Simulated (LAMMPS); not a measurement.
Fault surfaces of Au (fcc) on several planes, rigid shifts with relaxation along the normal.

Level of theory: classical force field (static), pair style eam, the elements' _u3.eam files (universal-3 set of Foiles, Baskes and Daw) (LAMMPS).

```json
[
 {"plane": "(001)", "largest on the first line": "544 mJ/m²", "largest on the surface": "936 mJ/m²", "first line along": "[1-10]"},
 {"plane": "(110)", "largest on the first line": "1030 mJ/m²", "largest on the surface": "1340 mJ/m²", "first line along": "[001]"},
 {"plane": "(111)", "largest on the first line": "318 mJ/m²", "largest on the surface": "555 mJ/m²", "first line along": "[1-10]"}
]
```
